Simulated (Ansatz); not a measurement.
# Si vacancy + N on the C site (4H silicon carbide host)

The numbers are results of PBE, PAW (plane waves to 420 eV; Ansatz, a first-principles code), not measurements. Cell: 96 sites, 3×2×1; final energies on a 2×2×2 shifted mesh. Sites at the start: the Si(k) site; C(k) 1.90 Å away, along c. Charged cells carry a point-charge image correction with potential alignment at far atoms. Dielectric constants: PBE linear response of the host. Host gap at this level: 2.23 eV. A cell of this size leaves errors of a few tenths of an eV. Levels are measured in PBE's own, too narrow, gap. Spin–orbit coupling is left out. Each state is the lowest found from its start.

Formation energies E_f are given with the Fermi level at the valence-band maximum. Chemical conditions: C-rich (Δμ(C) = 0.00 eV, Δμ(Si) = -0.41 eV, Δμ(N) = -1.55 eV, bounded by beta Si3N4; only phases computed here count, gases as isolated molecules at 0 K); Si-rich (Δμ(C) = -0.41 eV, Δμ(Si) = 0.00 eV, Δμ(N) = -1.86 eV, bounded by beta Si3N4; only phases computed here count, gases as isolated molecules at 0 K). Reference phases: C: graphite, N: N2 molecule in a box, Si: silicon.

| charge | moment (μB) | largest move off a lattice site (Å) | image correction with alignment (eV) | E_f, C-rich (eV) | E_f, Si-rich (eV) | above the lowest spin state (eV) |
|---|---|---|---|---|---|---|
| +1† | 0 in all, 0.21 on one atom | 0.23 | -0.09 | – | – | 0.00 |
| +1† | not spin-polarised | 0.22 | -0.09 | – | – | 0.01 |
| 0 | 1.0 | 0.22 | 0.00 | 5.86 | 6.16 | 0.00 |
| 0 | 1.0 | 0.22 | 0.00 | 5.86 | 6.16 | 0.00 |
| −1 | 2.0 | 0.24 | 0.43 | 6.69 | 6.99 | 0.00 |
| −1 | not spin-polarised | 0.24 | 0.43 | 6.89 | 7.20 | 0.20 |
| −2 | 1.0 | 0.24 | 1.23 | 8.43 | 8.74 | 0.00 |
| −2 | 1.0 | 0.24 | 1.23 | 8.43 | 8.74 | 0.00 |

† Not settled in this cell, so no level is given: charge +1: level within 0.1 eV of a band edge or past it.

Starting moments that weren't kept: charge +1 began with 2 μB and ended with 0.0; charge 0 began with 3 μB and ended with 1.0; charge −2 began with 3 μB and ended with 1.0.

Transition levels above the valence-band maximum: ε(0/−1) = 0.83 eV; ε(−1/−2) = 1.74 eV. On the lower envelope of the bound states, inside the gap: (0/−1) at 0.83 eV; (−1/−2) at 1.74 eV.

Flagged in the runs: a host whose relaxation on this sampling wasn't shown to rest, a strain field that reaches the edge of the cell.

All states together cost about 4 core-hours (a rough figure).
